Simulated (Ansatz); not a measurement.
Base system: NaCl in the rock salt structure (space group Fm-3m, No. 225; a = 5.696 Å).

Perturbation: hole doping at 3.0×10^21 cm⁻³ (0.139 per cell), with a uniform compensating background at fixed cell and a 300 K Fermi–Dirac width.

Level of theory: PBE, PAW, 420 eV (Ansatz, a first-principles code; no spin-orbit coupling).

Base, band edges from the VBM (valence, conduction): X -0.57, 7.43; W -0.71, 8.68; L -0.25, 7.21; Γ 0.00, 5.00; K -0.47, 8.15; U -0.47, 8.15 eV.

Question: Give the band edges at the high-symmetry points of the new zone, measured from its valence-band maximum.

Answer: 
```csv
point,valence edge (eV),conduction edge (eV)
Γ,0.00,5.23
X,-0.55,7.66
U,-0.45,8.38
K,-0.45,8.38
L,-0.24,7.45
W,-0.68,8.89
```

The gap is 5.23 eV, direct at Γ.

Charged cell with a jellium background: band edges are those of the host's band count, energies are not comparable with the neutral cell, and many-body gap narrowing is missing. No phonon test of stability was made.
